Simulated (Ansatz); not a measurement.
Consider CsGeCl$_{3}$ (space group R3m, No. 160; a cell from a computed database, its experimental status unchecked).

```yaml
crystal:
  lattice:
    - [3.74406, 2.16164, 3.07500]
    - [-3.74406, 2.16164, 3.07500]
    - [0.00000, -4.32327, 3.07500]
  atoms:
    - { symbol: Cs, position: [0.00462, 0.00462, 0.00462] }
    - { symbol: Ge, position: [0.49129, 0.49129, 0.49129] }
    - { symbol: Cl, position: [0.50598, 0.03615, 0.50598] }
    - { symbol: Cl, position: [0.03615, 0.50598, 0.50598] }
    - { symbol: Cl, position: [0.50598, 0.50598, 0.03615] }
```

Levels (all Ansatz, an electronic-structure program, PAW): PBEsol (420 eV, no SOC); r2SCAN (500 eV, scalar-relativistic without spin-orbit coupling); HSE06 (420 eV, scalar-relativistic without spin-orbit coupling).

One geometry, relaxed with PBEsol, under each level:

| level | band gap | lowest conduction level above the VBM at special points | pressure |
|---|---|---|---|
| PBEsol | 1.33 eV | T 1.33 eV; H₂ 1.33 eV; H₀ 1.33 eV; F 1.84 eV | 0.00 GPa |
| r2SCAN | 1.67 eV | T 1.67 eV; H₂ 1.67 eV; H₀ 1.67 eV; F 2.17 eV | 0.87 GPa |
| HSE06 | ? | ? | – |

**Question.** Give the withheld HSE06 results.

**Answer.** 
- HSE06, band gap: 2.08 eV
- HSE06, lowest conduction level above the VBM at special points: T 2.08 eV; H₂ 2.08 eV; H₀ 2.08 eV; Γ 4.19 eV

Single points use the geometry relaxed with PBEsol. Their cutoffs differ, which shifts pressures a little. The hybrid gap comes from the SCF mesh plus the semilocal run's edge points and a few special points and is an upper bound. Stability against distortions was not tested.
